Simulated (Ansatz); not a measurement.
# Step by step: formation energy of the neutral Ga_Si in Si (diamond, Fd-3m)

We look at the formation energy of the neutral Ga_Si in Si (diamond, Fd-3m). Reaction: Ga (Cmce) + 63 Si (diamond) → cell A.

A: a supercell of 64 sites of Si (diamond, Fd-3m) with Ga on a Si site (4 Si at 2.40 Å); an odd number of electrons; spin state with PBE: no moments.

Ansatz (a quantum-chemistry and plane-wave program) with PAW potentials; structures come from PBE relaxations, nuclei static, no net charge. Ansatz runs with its default PAW set. Other levels take these structures. The lattices are those relaxed with PBE, so at other levels the solids can be strained, which adds to the spread. Larger cells are relaxed from a start prepared with the learned potential CHGNet till forces fall under 0.03 eV/Å, which some starts already meet. A dispersion term (D3(BJ), or D4 for r2SCAN) was computed beside these levels and is taken off wherever the name lacks it. The PAW files were made for PBE and serve at the other functionals too. Space groups of crystals are read within 0.01 Å. Mesh and cell size may move defect energies by 0.1 eV or more.

Total energies of the cells in eV, at zero smearing width. They compare only within one column; the weights balance every element.

| cell | atoms | weight | PBE | RPBE |
|---|---|---|---|---|
| A: Si:Ga_Si | 64 | +1 | -43838.25787 | -44038.59802 |
| Ga (Cmce) | 4 | −1/4 | -15132.08234 | -15154.39083 |
| Si (diamond) | 64 | −63/64 | -40691.69042 | -40889.60060 |

PBE: (-43838.25787) − 1/4 × (-15132.08234) − 63/64 × (-40691.69042) = 0.645 eV.

RPBE: (-44038.59802) − 1/4 × (-15154.39083) − 63/64 × (-40889.60060) = 0.700 eV.

What follows from the PBE value: With the reservoirs of the reaction as written, and without entropy terms or charged states, the share of sites that hold the defect in equilibrium is exp(−0.65 eV/k_BT) = 5.3×10^-4 at 1000 K.
